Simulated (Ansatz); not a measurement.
WSe2 under a change: uniaxial strain ε_zz = +1.28 %

Start from WSe$_{2}$ in the 2H-MoS2 type structure (space group P6_3/mmc, No. 194; a = 3.279 Å, c = 12.786 Å; layered, stacked along the Cartesian z axis). Axes: x lies along a and z along c of the hexagonal cell.

One thing is altered: the cell is stretched by 1.28 % along z with no lateral relaxation; the atoms relax in the strained cell.

Method: PBE-D3(BJ) in Ansatz (plane waves to 420 eV, PAW, scalar-relativistic without spin-orbit coupling). k-mesh 12×12×3 (Γ-centred); smearing 0.05 eV (Fermi–Dirac).

The volume per atom increases by 0.254 Å³ (19.84 Å³ → 20.10 Å³) and the space group stays P6_3/mmc (No. 194). The shortest interatomic distance stays essentially unchanged (2.534 Å against 2.535 Å) and the energy rises by 0.6 meV/atom. The pressure (mean of the normal stresses, compression positive) goes from zero to -0.35 GPa and the band gap increases by 0.064 eV to 0.94 eV. The gap character remains indirect, Γ → K–Γ (47 % along) and the width of the top valence band shrinks by 0.05 eV, from 1.52 eV to 1.47 eV. The hole mass changes from 1.3 mₑ along c, 0.70 mₑ across (at Γ) to 1.2 mₑ along z, 0.78 mₑ across (at Γ) and the valence-band top at Γ (three highest levels, from the VBM) becomes 0.00, -1.04, -1.14 eV (base: 0.00, -0.96, -1.20 eV). The stress (xx, yy, zz, yz, xz, xy; compression positive) comes out as (-0.14, -0.14, -0.76, 0.00, 0.00, 0.00) GPa.

Final structure:

```xyz
6
Lattice="3.2791 0.0000 0.0000 -1.6395 2.8397 0.0000 0.0000 0.0000 12.9497" Properties=species:S:1:pos:R:3 pbc="T T T"
W      0.0000     1.8932     3.2374
W      1.6395     0.9466     9.7123
Se     0.0000     1.8932     8.0259
Se     1.6395     0.9466     1.5510
Se     1.6395     0.9466     4.9239
Se     0.0000     1.8932    11.3987
```

Spin-orbit coupling, missing from the scalar runs, can matter with W. Masses are band curvatures over ±0.01 Å⁻¹ around the edge. Whether these cells are dynamically stable was not tested.

Ansatz is an electronic-structure program.
